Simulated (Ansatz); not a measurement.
# Lattice parameter a of RuAs (model structure, started from the WC type, P-6m2, No. 187, 2 atoms in the cell) at several levels of theory

No measured value is used here.

| level (code) | value (Å) |
|---|---|
| LDA (Ansatz) | 3.051 |
| PBE (Ansatz) | 3.125 |
| PBEsol (Ansatz) | 3.066 |
| PBE-D3(BJ) (Ansatz) | 3.066 |

LDA, PBE, PBEsol, PBE-D3(BJ): the run has no spin polarisation, so it can have missed a magnetic state. Ansatz's density-functional and Hartree–Fock values are scalar-relativistic unless marked +SOC, with PAW data made under PBE.

A model structure was made by putting elements into a prototype or built by hand; it is no filed structure, need not be a known phase, and can be a saddle point held by its symmetry.

Ansatz is a quantum-chemistry and plane-wave program.
